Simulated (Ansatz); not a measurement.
Where the default PAW files enter, the runs use the earlier of Ansatz's two default sets.

Inside the gap of an insulator the Bloch states are evanescent, with a wavenumber k + iκ along the transport direction.

Here is the system:

```xyz
5
Lattice="7.5976 0.0000 0.0000 2.5325 10.1055 0.0000 3.7988 0.0000 2.1932" Properties=species:S:1:pos:R:3 pbc="T T T"
Bi     5.0650     8.0815     0.0000
Bi     5.0650     2.0240     0.0000
Te     2.5325     3.7565     0.0000
Te     7.5976     6.3490     0.0000
Te     0.0000     0.0000     0.0000
```

Space group of this cell: R-3m. The cell was relaxed by PBE-D3(BJ); by r2SCAN its mean pressure is 1.6 GPa.

Transport runs along the normal of the first two printed cell vectors, the (110) plane of the conventional cell.

The gap is the functional's own. No spin-orbit coupling. Mid-gap values are interpolated on the energy grid.

Task: Compute, with r2SCAN (Ansatz, a program for electronic structure), the band gap and the smallest decay constant κ at mid-gap.

Result: Gap 0.49 eV on a 14×14×14 mesh; κ = 0.043 1/Å, at the zone centre.
